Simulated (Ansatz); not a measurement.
An Ansatz (a quantum-chemistry and plane-wave program) run: Ru with a change (pressure 0.9 GPa); PBE (Ansatz; PAW; 420 eV plane waves; scalar-relativistic without spin-orbit coupling).

Input:

Ansatz 0.2 input:
```yaml
crystal:
  lattice:
    - [2.7221615392, 0, 0]
    - [-1.3610807696, 2.3574610462, 0]
    - [0, 0, 4.2908288141]
  atoms:
    - { symbol: Ru, position: [0.6666666667, 0.3333333333, 0.75] }
    - { symbol: Ru, position: [0.3333333333, 0.6666666667, 0.25] }
basis: { ecutwfc: 420, ecutrho_ratio: 4, xc_grid: 2, fft_grid_basis: typed }
kpoints: { mp_grid: { grid: [20, 20, 11] } }
hamiltonian:
  xc: pbe
  dispersion: none
  pseudopotentials: { kind: paw }
scf: { occupations: { method: fermi_dirac, width: 0.05 } }
relax: { f_tol: 0.01, max_steps: 60, cell: { stress_tol: 0.02, p_target: 0.9 } }
output: { forces: true, stress: true }
checkpoint: { write: state.ck, write_every: 1000 }
```

Output (explanatory and most iteration lines left out):

```
Relaxation: its limit of steps is 60 (relax.max_steps)
Pseudopotential: Ru, paw, valence charge 16
Crystal: 2 atoms, lattice volume = 27.536 Å³
Basis set: ecut = 420 eV, 537 PW (Γ), exchange–correlation on 40×40×60 points (8 copies of the dense FFT grid, shifted against one another)
Bands: 20, of which v1, the nominal top of the filled ones, is band 16 counted from 1 (15 counted from 0)
Symmetry: 24 space group operations
Space group: P63/mmc (ITA 194), of the structure as read, at distance tolerance 3.0e-5 Å
k-points: 264 of 4400
Functional: x = pbe(κ = 0.804, μ = 0.2195149727645171), c = pbe(β = 0.06672455060314922)
SCF iter   1: F=—  HF=-11757.379666 eV  |F-HF|=—  |Δ(HF+E_count)|=         —  Δρ=6.41e-3  dr2=2.31e-3  ethr=1.77e-3  ⟨swp⟩=5.1  Hψ=20722  notcnv=0
SCF iter   2: F=—  HF=-11757.382270 eV  |F-HF|=—  |Δ(HF+E_count)|=   2.60e-3  Δρ=3.77e-3  dr2=8.27e-4  ethr=7.23e-6  ⟨swp⟩=2.0  Hψ=11550  notcnv=0
SCF 1 converged in 6 iterations: F = -11757.383342 eV  dr2 = 2.74e-9
relax step   1: F+E_penalty+E_count = -11757.38334198 eV  Δ(F+E_penalty+E_count) = +0.000e0 eV  max|allowed force component| = 2.776e-17 eV/Å  Δτ_max = 0.0000 Å  P = -0.000 GPa  Ω = 27.536 Å³  (6 SCF iters, dr2 threshold 1.00e-7 eV, accepted)
[... steps on the carried basis left out ...]
relax step   4: F+E_penalty+E_count = -11757.38312047 eV  Δ(F+E_penalty+E_count) = +3.750e-5 eV  max|allowed force component| = 9.252e-18 eV/Å  Δτ_max = 0.0000 Å  P = +0.896 GPa  Ω = 27.457 Å³  stress off target by 6.09e-3 GPa  SCF on the basis re-selected at this cell (its energy is not comparable with the rows above)  (8 SCF iters)
SCF converged after 8 iterations
Free energy (F): -11757.383120 eV
Internal energy: -11757.369233 eV  (E = F + TS)
E sigma→0 (E₀):  -11757.376177 eV
Entropy (-TS):   -0.013888 eV (-6.944 meV/atom)
Fermi energy:    23.229186 eV
--- Forces (eV/Å), atoms counted from 1 ---
  atom   1  Ru     0.00000000    -0.00000000     0.00000000
  atom   2  Ru     0.00000000     0.00000000    -0.00000000
--- Stress (GPa, compression-positive) ---
        0.897790      -0.000000       0.000000
        0.000000       0.897790       0.000000
        0.000000       0.000000       0.893910
  P = ⅓ Tr σ = 0.8965 GPa (8.965 kbar)
--- Relaxed structure (3 steps of the walk, 2 accepted, 1 SCFs on fresh bases) ---
  cell:  # Å, volume = 27.4574 Å³
    - [2.7194435710340836, 0.0, 0.0]
    - [-1.3597217855170418, 2.355107216673788, 0.0]
    - [0.0, 0.0, 4.287152973352076]
  atoms:
    - { symbol: Ru, position: [0.6666666666666666, 0.3333333333333333, 0.7500000000000002] }
    - { symbol: Ru, position: [0.3333333333333333, 0.6666666666666666, 0.25000000000000006] }
```

Load acts through the strain it causes; cell and atoms are relaxed under it. Stability against distortions was not tested. The final runs are not spin-polarised. The cell was made from Ru in the hcp (Mg type) structure (space group P6_3/mmc, No. 194) by this change: pressure 0.9 GPa.
